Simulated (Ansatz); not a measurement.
**How far to go with the k-point mesh at a smearing width of 0.3 eV: LiMoN₂ (R3m, 4 atoms in the cell)**

```yaml
crystal:
  lattice:
    - [1.45292, 0.83884, 5.32549]
    - [-1.45292, 0.83884, 5.32549]
    - [0.00000, -1.67769, 5.32549]
  atoms:
    - { symbol: Li, position: [0.41672, 0.41672, 0.41672] }
    - { symbol: Mo, position: [0.58592, 0.58592, 0.58592] }
    - { symbol: N, position: [0.84262, 0.84262, 0.84262] }
    - { symbol: N, position: [0.99655, 0.99655, 0.99655] }
```

Level of theory: LDA (PW92), default PAW files made with PBE (plane waves; Ansatz, an electronic-structure program).

Base settings: basis.ecutwfc = 420 eV; kpoints.mp_grid.grid = 13 13 13; hamiltonian.xc = lda; hamiltonian.pseudopotentials = {kind: paw} (the program's default PAW files); scf.occupations.method = gaussian; scf.occupations.width = 0.1 eV.

In this ladder: scf.occupations.width = 0.3 eV.

Only quantities that move along the ladder and can be compared are tabulated.

The count of work is k-points × plane waves × bands × iterations; it is no time. 

The starting cell comes from a database of computed structures (which also holds hypothetical and non-ambient phases and stackings), without a prior relaxation at this level. Its lattice was rescaled by up to half a per cent. One atom was moved a little off its site on purpose. Spin polarisation is off; with an odd number of electrons in the cell that forces a metal, and a magnetic state may lie lower. In the base run, with a pressure of about -12 GPa the cell is away from its equilibrium volume at this level. Ansatz's pressure includes its estimate of the finite-basis (Pulay) stress.

Steps (kpoints.mp_grid.grid): 5 5 5; 6 6 6; 7 7 7; 8 8 8; 10 10 10; 12 12 12; 14 14 14; 17 17 17; 26 26 26; 31 31 31.

**Question.** What is the coarsest kpoints.mp_grid.grid that holds the free energy within 1 meV/atom of the last step, with all finer ones?

**Answer.** 8 8 8, at 0.024 of the last step's count of work; the step before is off by 2.2 meV/atom.

**Question.** What is the coarsest kpoints.mp_grid.grid that holds the pressure within 0.05 GPa of the last step, with all finer ones?

**Answer.** 12 12 12, at 0.069 of the last step's count of work; the step before is off by 0.07 GPa.

**Question.** What is the coarsest kpoints.mp_grid.grid that holds the forces within 0.005 eV/Å of the last step, with all finer ones?

**Answer.** 12 12 12, at 0.069 of the last step's count of work; the step before is off by 0.015 eV/Å.

```csv
kpoints.mp_grid.grid,free energy less the last step's (meV/atom),pressure (GPa),largest difference of a force vector from the last step's (eV/Å),count of work / last
5 5 5,-2.47,-12.22,0.047,0.0069
6 6 6,-3.69,-12.28,0.017,0.012
7 7 7,2.25,-12.14,0.012,0.016
8 8 8,-0.87,-12.23,0.032,0.024
10 10 10,0.71,-12.13,0.015,0.042
12 12 12,-0.15,-12.20,0.003,0.069
14 14 14,0.04,-12.19,0.002,0.11
17 17 17,0.02,-12.19,0.000,0.18
26 26 26,0.00,-12.19,0.000,0.60
31 31 31,0.00,-12.19,0.000,1.0
```

Keys are those of Ansatz 0.2.
